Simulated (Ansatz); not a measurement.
The reference is MgO in the rock salt structure (space group Fm-3m, No. 225; a = 4.204 Å). Axes: x, y, z lie along the cube axes.

Computed with r2SCAN (Ansatz, a program for electronic structure; PAW; 500 eV plane waves; no spin-orbit coupling).

Now apply this change: every lattice vector is shortened by 0.63 %; the atoms relax in the strained cell.

Task: Predict the stress tensor and what it implies for the stiffness.

Result: Stress of the strained cell less that of the base (GPa, compression positive):
```
   3.29    0.00    0.00
   0.00    3.29    0.00
   0.00    0.00    3.29
```

Then B = −ΔP/(ΔV/V₀) with ΔV/V₀ = -0.0188 gives secant stiffness values (nonlinear terms included at this strain): B ≈ 175 GPa.

Stability against distortions was not tested.
